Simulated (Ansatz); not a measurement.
Cell of fcc Pd (1 1 1) on zinc-blende InAs (1 1 1) (film strained to the substrate, started from cuts of the bulks and a machine-learned relaxation), relaxed at this level with a, b, gamma of the cell held:

```yaml
crystal:
  lattice:
    - [7.57582, -0.00012, 0.03088]
    - [-3.78802, 6.56075, 0.03756]
    - [1.04573, 0.37666, 23.79878]
  atoms:
    - { symbol: As, position: [0.15166, 0.75737, 0.02923] }
    - { symbol: As, position: [0.77490, 0.97809, 0.02975] }
    - { symbol: As, position: [0.55589, 0.37895, 0.02952] }
    - { symbol: As, position: [0.46630, 0.69177, 0.17921] }
    - { symbol: As, position: [0.13456, 0.02778, 0.17957] }
    - { symbol: As, position: [0.80260, 0.36028, 0.17960] }
    - { symbol: As, position: [0.77020, 0.67975, 0.33128] }
    - { symbol: As, position: [0.43785, 0.01242, 0.32969] }
    - { symbol: As, position: [0.10531, 0.34699, 0.32891] }
    - { symbol: As, position: [0.07814, 0.66497, 0.48041] }
    - { symbol: As, position: [0.74366, 0.00345, 0.48064] }
    - { symbol: As, position: [0.40523, 0.33160, 0.48045] }
    - { symbol: In, position: [0.14160, 0.69801, 0.14232] }
    - { symbol: In, position: [0.80713, 0.02878, 0.14284] }
    - { symbol: In, position: [0.47618, 0.36262, 0.14271] }
    - { symbol: In, position: [0.44606, 0.68299, 0.29213] }
    - { symbol: In, position: [0.11078, 0.01523, 0.29257] }
    - { symbol: In, position: [0.77839, 0.35073, 0.29266] }
    - { symbol: In, position: [0.75116, 0.66985, 0.44477] }
    - { symbol: In, position: [0.41689, 0.00548, 0.44238] }
    - { symbol: In, position: [0.08162, 0.33487, 0.44072] }
    - { symbol: In, position: [0.02531, 0.62939, 0.59209] }
    - { symbol: In, position: [0.77532, 0.07199, 0.59057] }
    - { symbol: In, position: [0.33735, 0.25388, 0.59097] }
    - { symbol: Pd, position: [0.75637, 0.31851, 0.66971] }
    - { symbol: Pd, position: [0.47785, 0.46301, 0.68097] }
    - { symbol: Pd, position: [0.19338, 0.59096, 0.68064] }
    - { symbol: Pd, position: [0.89544, 0.74750, 0.67869] }
    - { symbol: Pd, position: [0.60474, 0.87392, 0.68327] }
    - { symbol: Pd, position: [0.32674, 0.01253, 0.67265] }
    - { symbol: Pd, position: [0.04236, 0.16690, 0.67244] }
    - { symbol: Pd, position: [0.83696, 0.92283, 0.77349] }
    - { symbol: Pd, position: [0.54367, 0.06775, 0.77275] }
    - { symbol: Pd, position: [0.25855, 0.20079, 0.76942] }
    - { symbol: Pd, position: [0.96647, 0.34087, 0.77008] }
    - { symbol: Pd, position: [0.69379, 0.49332, 0.77235] }
    - { symbol: Pd, position: [0.40766, 0.63587, 0.77543] }
    - { symbol: Pd, position: [0.12077, 0.77453, 0.77196] }
    - { symbol: Pd, position: [0.89544, 0.52574, 0.86747] }
    - { symbol: Pd, position: [0.63467, 0.68691, 0.86948] }
    - { symbol: Pd, position: [0.33490, 0.81432, 0.86861] }
    - { symbol: Pd, position: [0.05738, 0.94926, 0.86605] }
    - { symbol: Pd, position: [0.76167, 0.10048, 0.86736] }
    - { symbol: Pd, position: [0.47975, 0.24636, 0.86682] }
    - { symbol: Pd, position: [0.18942, 0.38145, 0.86246] }
    - { symbol: Pd, position: [0.00937, 0.13828, 0.95441] }
    - { symbol: Pd, position: [0.71554, 0.24542, 0.97027] }
    - { symbol: Pd, position: [0.40602, 0.44395, 0.95542] }
    - { symbol: Pd, position: [0.10327, 0.53813, 0.95551] }
    - { symbol: Pd, position: [0.83484, 0.70706, 0.98509] }
    - { symbol: Pd, position: [0.50103, 0.82996, 0.96996] }
    - { symbol: Pd, position: [0.30111, 0.04516, 0.96856] }
```

All values below come from PBE (plane waves to 420 eV, PAW; Ansatz, a quantum-chemistry and plane-wave program). Scalar-relativistic, without spin–orbit coupling; the runs are not spin-polarised. Its k-point mesh 4×4×1, Fermi–Dirac width 0.05 eV.

Q: Give the plane-averaged electrostatic potential energy of an electron along the normal (the smooth PAW potential), about its mean over the cell.

A: 
```
z (Å)   V (eV)
------  ------
0.000    -1.51
0.149     0.13
0.446     2.89
0.595     3.79
0.743     4.19
1.041     4.01
1.190     3.97
1.338     4.34
1.636     6.03
1.784     6.59
1.933     6.74
2.230     6.20
2.379     5.49
2.528     4.34
2.825     1.22
2.974    -0.25
3.123    -1.46
3.420    -3.45
3.569    -4.09
3.717    -3.97
4.015    -1.39
4.163     0.30
4.312     1.65
4.609     2.65
4.758     2.96
4.907     3.59
5.204     5.63
5.353     6.30
5.502     6.52
5.799     6.06
5.948     5.37
6.096     4.22
6.394     1.12
6.542    -0.32
6.691    -1.51
6.988    -3.41
7.137    -4.03
7.286    -3.92
7.583    -1.37
7.732     0.34
7.881     1.69
8.178     2.70
8.327     2.98
8.475     3.57
8.773     5.57
8.921     6.26
9.070     6.51
9.368     6.07
9.516     5.38
9.665     4.25
9.962     1.16
10.111   -0.28
10.260   -1.46
10.557   -3.34
10.706   -3.99
10.854   -3.94
11.152   -1.46
11.300    0.25
11.449    1.63
11.747    2.68
11.895    2.94
12.193    4.41
12.341    5.46
12.490    6.18
12.787    6.36
12.936    5.99
13.085    5.27
13.382    2.65
13.531    1.23
13.680    0.07
13.977   -1.01
14.126   -0.94
14.274   -0.48
14.572    1.45
14.720    2.68
14.869    3.72
15.166    3.31
15.315    1.29
15.464   -1.68
15.761   -8.26
15.910  -10.76
16.059  -12.01
16.356   -9.81
16.505   -6.89
16.653   -3.46
16.951    2.79
17.099    4.58
17.248    5.17
17.545    2.70
17.694   -0.40
17.843   -3.95
18.140  -10.38
18.289  -12.17
18.438  -12.26
18.735   -7.76
18.884   -4.31
19.032   -0.72
19.330    4.55
19.478    5.25
19.627    4.84
19.925    0.16
20.073   -3.38
20.222   -6.90
20.519  -11.99
20.668  -12.37
20.817  -10.99
21.114   -4.90
21.263   -1.34
21.411    1.93
21.709    5.09
21.858    4.79
22.006    3.46
22.304   -1.44
22.452   -4.50
22.601   -7.35
22.898  -10.78
23.047  -10.79
23.196   -9.68
23.493   -5.36
23.642   -3.25
```
